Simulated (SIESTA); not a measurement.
A self-consistent single point of MnO (Fm-3m, 4 atoms in the cell) with SIESTA.

Level of theory: GGA PBE, numerical atomic orbitals DZP, PseudoDojo PBE standard norm-conserving potentials (rewritten from UPF to PSML) (SIESTA).

The change in words: lattice scaled by 0.98. Reference geometry:
```xyz
4
Lattice="4.3734 2.1867 2.1867 2.1867 4.3734 2.1867 2.1867 2.1867 4.3734" Properties=species:S:1:pos:R:3 pbc="T T T"
Mn     0.0000     0.0000     0.0000
Mn     4.3734     4.3734     4.3734
O      2.1867     2.1867     2.1867
O      6.5601     6.5601     6.5601
```
Moments meant for the start (each program seeds them in its own way; μB, in the order of the atoms Mn Mn O O): 5.0 -5.0 0.0 0.0.

Reference input (self-consistent single point, DFT, GGA PBE, numerical atomic orbitals DZP, PseudoDojo PBE standard norm-conserving potentials (rewritten from UPF to PSML)): XC.functional = GGA; XC.authors = PBE; potentials = PseudoDojo PBE standard; PAO.BasisSize = DZP; PAO.EnergyShift = 0.01 Ry; MeshCutoff = 300 Ry; kgrid.MonkhorstPack = 7 7 7; OccupationFunction = FD; ElectronicTemperature = 0.01 eV; Spin = polarized; DM.InitSpin = [1 +5.00, 2 -5.00, 3 +0.00, 4 +0.00]; MaxSCFIterations = 150. This run's input differs from it in these lines:

```diff
@@ -12,5 +12,5 @@
 %block LatticeVectors
-     4.373400000    2.186700000    2.186700000
-     2.186700000    4.373400000    2.186700000
-     2.186700000    2.186700000    4.373400000
+     4.285932000    2.142966000    2.142966000
+     2.142966000    4.285932000    2.142966000
+     2.142966000    2.142966000    4.285932000
 %endblock LatticeVectors
@@ -19,5 +19,5 @@
      0.000000000    0.000000000    0.000000000  1
-     4.373400000    4.373400000    4.373400000  1
-     2.186700000    2.186700000    2.186700000  2
-     6.560100000    6.560100000    6.560100000  2
+     4.285932000    4.285932000    4.285932000  1
+     2.142966000    2.142966000    2.142966000  2
+     6.428898000    6.428898000    6.428898000  2
 %endblock AtomicCoordinatesAndAtomicSpecies
```

Output (repeated stretches shortened):

```
        iscf     Eharris(eV)        E_KS(eV)     FreeEng(eV)     dDmax    Ef(eV) dHmax(eV)
   scf:    1    -6803.522211    -6818.692992    -6818.693522  0.469904 -1.721600 10.117549
     spin moment: {S} , |S| = {        0.0        0.0    0.00000 }     0.00000
   scf:    2    -6826.461770    -6822.862624    -6822.862633  0.065689 -2.167743  7.012637
     spin moment: {S} , |S| = {        0.0        0.0    0.00000 }     0.00000
   scf:    3    -6826.998368    -6826.293486    -6826.293486  0.149482 -2.089259  0.836857
     spin moment: {S} , |S| = {        0.0        0.0    0.00000 }     0.00000
   [... lines left out ...]
     spin moment: {S} , |S| = {        0.0        0.0    0.00000 }     0.00000
   scf:    9    -6826.346646    -6826.346645    -6826.346645  0.000126 -2.283424  0.000835
     spin moment: {S} , |S| = {        0.0        0.0    0.00000 }     0.00000
   scf:   10    -6826.346646    -6826.346646    -6826.346646  0.000076 -2.283696  0.000152
     spin moment: {S} , |S| = {        0.0        0.0    0.00000 }     0.00000
   scf:   11    -6826.346646    -6826.346646    -6826.346646  0.000006 -2.283715  0.000019
     spin moment: {S} , |S| = {        0.0        0.0    0.00000 }     0.00000
SCF Convergence by DM+H criterion
max |DM_out - DM_in|         :     0.0000064546
max |H_out - H_in|      (eV) :     0.0000186741
SCF cycle converged after 11 iterations

Using DM_out to compute the final energy and forces

siesta: E_KS(eV) =            -6826.3466

siesta: E_KS - E_eggbox =     -6826.3466

siesta: Atomic forces (eV/Ang):
     1   -0.000000   -0.000000    0.000000
     2    0.000000    0.000000    0.000000
     3    0.000000    0.000000   -0.000000
     4   -0.000000   -0.000000    0.000000
   Tot   -0.000000    0.000000    0.000000
   Max    0.000000
   Res    0.000000    sqrt( Sum f_i^2 / 3N )
   Max    0.000000    constrained

Stress tensor Voigt[x,y,z,yz,xz,xy] (kbar):     -200.50     -200.50     -200.50       23.41       23.41       23.41
(Free)E + p*V (eV/cell)    -6821.4206
   [... lines left out ...]
siesta: FreeEng =     -6826.346646
siesta: Cell volume =         39.364599 Ang**3
siesta:         200.49541275        200.49541279  kBar
   [... lines left out ...]
              0.004   0.004   0.004   0.004   0.004

mulliken: Qtot =       21.000

Mulliken Atomic Populations:
Atom #   charge [q] valence [e]      Sz [e]  Species
     1     0.680554   14.319446    4.606538  Mn
     2     0.680554   14.319446   -4.606538  Mn
     3    -0.680554    6.680554   -0.000000  O
     4    -0.680554    6.680554   -0.000000  O
 Total    -0.000000                0.000000
```

The run converged in 11 iterations. Against the reference run the free energy rises by 51.0 meV/atom, the pressure goes from 7.20 to 20.05 GPa and the gap on the mesh goes from 1.176 to 1.197 eV.

The starting cell has typed, rounded lattice constants, without a prior relaxation at this level. Its lattice was rescaled by a random factor within 2.5 % of one. For this run, on top of that: lattice scaled by 0.98. The magnetic order is the one reached from the typed start; others were not searched systematically. Values carry the incompleteness of an atom-centred basis. With a pressure of about 20 GPa the cell is away from its equilibrium volume at this level.

Cost on one core of a shared machine: roughly 80 s.
